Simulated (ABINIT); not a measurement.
Pressure against volume in zinc-blende CdTe (space group 216) (ABINIT, PBE)

```yaml
crystal:
  lattice:
    - [0.00000, 3.18239, 3.18239]
    - [3.18239, 0.00000, 3.18239]
    - [3.18239, 3.18239, 0.00000]
  atoms:
    - { symbol: Cd, position: [0.00000, 0.00000, 0.00000] }
    - { symbol: Te, position: [0.75000, 0.75000, 0.75000] }
```

Computed with PBE, norm-conserving pseudopotentials (PseudoDojo nc-sr-05 PBE standard) (plane waves; ABINIT 10.0.3). Settings: pseudos = [Cd.upf, Te.upf]; ecut = 66 Ha; occopt = 3; tsmear = 0.00036749 Ha; ngkpt = 9 9 9; nshiftk = 1; shiftk = 0 0 0; potentials = PseudoDojo nc-sr-05 PBE standard; nband = 24; kptopt = 1; nstep = 60; tolvrs = 1e-11. The cell above is the first row's. The rows scale it uniformly. In all rows fractional positions and the k mesh are held.

```
V (Å^3/atom)  P (GPa)
------------  -------
32.2300             ?
32.9306          4.22
33.6313          3.13
34.3319          2.16
35.0326          1.28
35.7332          0.50
36.4339         -0.19
37.1345         -0.81
```

Taking a cubic for P over the 7 complete rows: With u = V - 35.0, the rows have u = -2.0694, -1.3687, -0.6681, 0.0326, 0.7332, 1.4339, 2.1345. Least squares gives P = 1.320 - 1.1846·u + 0.09618·u² - 0.00404·u³. Residuals (row less fit): 0.001, -0.002, 0.004, -0.001, -0.002, 0.003, 0.000; standard error 0.003 (degrees of freedom: 3). The fitted pressure is zero at V0 = 36.23, where dP/dV = -0.9662, so B0 = -V0·dP/dV = 35.0 GPa.

Task: Estimate the missing P (V = 32.2300); what did the run itself give?

Result: u = -2.7700, so P = 1.320 - 1.1846 × (-2.7700) + 0.09618 × (-2.7700)² - 0.00404 × (-2.7700)³ = 5.425 GPa. The calculation gives 5.44 GPa, 0.015 GPa above the prediction (0.2 % of the range of P in the table). The row lies outside the fitted rows, so this is an extrapolation. From the scatter of the fitted rows alone, a prediction at this place has a standard error of 0.011 GPa, so the miss is 1.4 times that.

Carrying the step between the two nearest rows on in a straight line would have given 5.31, off by 0.13; series whose last step already gives the withheld value aren't shown. The scan was laid around a cell of about the measured size, scaled by a guess for this functional. The runs keep the symmetry of the cell, so they don't test it for distortions. The PBE file for Te was generated anew from PseudoDojo's inputs, some of which were changed. Spin-orbit coupling is off. 1 of the planned runs didn't end soundly and are left out. Cutoffs and mesh are single choices, not tested for convergence of this quantity. Series with a scatter that would blur these digits, or in which a gap closes, are not shown.
